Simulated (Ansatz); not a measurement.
Terminations of the (110) surface of bcc Nb, measured from the surface 'clean 1x1'. Atoms come from or go to: Al: fcc Al, Au: fcc Au, Cu: fcc Cu, Ga: alpha gallium, Nb: bcc Nb, Rh: fcc Rh, Ru: hcp Ru, Sc: hcp Sc, Sn: beta tin, Ti: hcp Ti, W: bcc W, Zn: hcp Zn, Zr: hcp Zr. ΔE is the energy of forming the row's surface from that one (negative: more stable at these reservoirs); the vacuum level's shift is aligned on the shared bottom. No zero-point or thermal terms. These are constructed structures in small cells; real faces may alloy, dewet or reconstruct in larger ones, and not all known structures of the face are among them. Slabs of about 12 Å with all that they carry, Fermi-Dirac smearing of 0.1 eV. Bottom of the slabs: a bare face, its two planes held. Relaxed from the named starts with such symmetry as they have, on meshes of like density; energies extrapolated to zero smearing; no spin-orbit coupling, no U. Spin-polarised runs, if any, are marked in brackets, and their order is one that fits the cell; the others ran without spin. A dash marks a value that is undefined for that row (no clear gap, or no work function of a gapped slab) or was not read reliably on its mesh.

These are PBE (plane waves to 420 eV, PAW; Ansatz, a quantum-chemistry and plane-wave program) values and carry that method's errors.

```tsv
surface	atoms added per 1x1	ΔE per 1x1 (eV)	shift of the vacuum level (eV)	work function (eV)
a pseudomorphic layer of Ru in the host's stacking	+1 Ru	___	-0.11	4.39
a pseudomorphic layer of Cu in the host's stacking	+1 Cu	___	-0.61	3.88
a layer of Rh in place of the third plane	-1 Nb, +1 Rh	___	0.10	4.56
a layer of W in place of the second plane	-1 Nb, +1 W	0.00	-0.10	4.40
a pseudomorphic layer of Au in the host's stacking	+1 Au	-0.77	-0.05	4.44
a cell of two sites (a+b, b-a) surface alloy, Zn on one Nb site of the top plane	-0.5 Nb, +0.5 Zn	-0.16	-0.37	4.12
a pseudomorphic layer of Sn in the host's stacking	+1 Sn	-0.62	-0.20	4.29
a pseudomorphic layer of Ti in the host's stacking	+1 Ti	-0.07	-0.31	4.19
a pseudomorphic layer of Sc in the host's stacking	+1 Sc	___	-0.49	4.00
a layer of Al in place of the third plane	+1 Al, -1 Nb	-0.41	0.03	4.53
a layer of Zr in place of the third plane	-1 Nb, +1 Zr	0.29	-0.06	4.44
a layer of Ga in place of the third plane	+1 Ga, -1 Nb	-0.41	0.03	4.52
```

Task: Fill in the missing entries.

Result: 
- a pseudomorphic layer of Ru in the host's stacking, ΔE per 1x1 (eV): 0.04
- a pseudomorphic layer of Cu in the host's stacking, ΔE per 1x1 (eV): -0.13
- a layer of Rh in place of the third plane, ΔE per 1x1 (eV): -0.63
- a pseudomorphic layer of Sc in the host's stacking, ΔE per 1x1 (eV): -0.08
